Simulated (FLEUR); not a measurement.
# Variants of one calculation on Y3Sn (Fm-3m, 4 atoms in the cell)

```yaml
crystal:
  lattice:
    - [0.00000, 3.84606, 3.84606]
    - [3.84606, 0.00000, 3.84606]
    - [3.84606, 3.84606, 0.00000]
  atoms:
    - { symbol: Y, position: [0.00000, 0.00000, 0.00000] }
    - { symbol: Y, position: [0.25000, 0.25000, 0.25000] }
    - { symbol: Y, position: [0.75000, 0.75000, 0.75000] }
    - { symbol: Sn, position: [0.50000, 0.50000, 0.50000] }
```

Base run A: PBEsol, all-electron FLAPW (FLEUR), scalar-relativistic valence in FLEUR, self-consistent single point.

Its settings: Kmax = 3.8 1/bohr; GmaxXC = 11.4 1/bohr; xcFunctional = PBEs; jspins = 1; l_soc = F; mode = hist; fermiSmearingEnergy = 0.00367493 Htr; mesh (inpgen div1-3) = 4 4 4; inpgen gamma flag = false; Gmax = 11.4 1/bohr; numbands = 0; maxIterBroyd = 40; imix = Anderson; alpha = 0.05; precondParam = 0; minDistance = 1e-05 me/bohr^3; ctail = T; kcrel = 0; coretail_lmax = 0; theta = 0.

The starting cell comes from a database of computed structures (which also holds hypothetical and non-ambient phases and stackings), without a prior relaxation at this level. Values depend on the basis (sphere radii, cutoffs, local orbitals), which need not be converged.

ΔF is the free energy per atom less that of run A. A dash stands where there is no value to compare (another energy zero or no entropy term, no result, no spin, no clean gap, or a mesh too coarse for one). Absolute energies have different zeros for different potentials, functionals, Hubbard and dispersion terms and are not compared across them.

In an all-electron method the total energy should not depend on the sphere radii; what changes here is the error of basis and core treatment.

```tsv
run	change	ΔF (meV/atom)	basis size
A	base	0.00	718
B	numbands: 0 → 40	0.00	718
C	Kmax: 3.8 1/bohr → 2.69 1/bohr; Gmax: 11.4 1/bohr → 8.1 1/bohr; GmaxXC: 11.4 1/bohr → 8.1 1/bohr	188.7	265
D	lattice scaled by 1.03; Kmax: 3.8 1/bohr → 2.94 1/bohr; Gmax: 11.4 1/bohr → 8.8 1/bohr; GmaxXC: 11.4 1/bohr → 8.8 1/bohr	138.7	365
E	precondParam: 0 → 0.3	0.00	718
F	xcFunctional: PBEs → vwn [LDA (Vosko-Wilk-Nusair), scalar-relativistic valence]	–	718
G	mtSphere_radius: {Y: 2.68, Sn: 2.68} bohr → {Y: 2.55, Sn: 2.55} bohr	1.89	718
H	Kmax: 3.8 1/bohr → 3.4 1/bohr; Gmax: 11.4 1/bohr → 10.2 1/bohr; GmaxXC: 11.4 1/bohr → 10.2 1/bohr	8.1	528
```

Run G against A: The free energy goes up by 1.9 meV/atom.

Run C against A: The free energy rises by 189 meV/atom.

Run D against A: The free energy goes up by 139 meV/atom.
